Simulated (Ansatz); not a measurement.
Cost and result by functional for the surface energy of the (310) surface of bcc K in its 1x1 cell, outermost plane spacing 1.67 Å in the ideal cut, in Ansatz (plane waves, PAW). Single points on the PBE structure, on one kind of machine; costs are rough ratios of the slab run's core time (references not counted) to the cheapest single point. r2SCAN's cost holds its higher cutoff (500 against 420 eV). Differences are taken against r2SCAN for comparison alone: no measured value is at hand, so the table doesn't rank accuracy.

Model: 7-atom slab, 10.0 Å thick at the start (thin: gaps and levels are the slab's own), 8x5x1 mesh, Fermi-Dirac 0.1 eV, dipole correction, all atoms relaxed; held to the part of the start's symmetry that mesh and held atoms allow; no spin, no spin-orbit, no U. These notes are the PBE run's.

| functional | relative cost | surface energy (J/m²) | less r2SCAN (J/m²) |
|---|---|---|---|
| RPBE | 1 | 0.10 | -0.03 |
| PBEsol | 1 | 0.13 | 0.00 |
| LDA | 1 | 0.15 | 0.01 |
| r2SCAN | 2 | 0.13 | 0.00 |
| PBE (the relaxed run's value) | – | 0.12 | -0.01 |

The values span 0.05 J/m², while the single points' costs differ by a factor of roughly 2. Differences are of unrounded values.

Ansatz is a first-principles code.
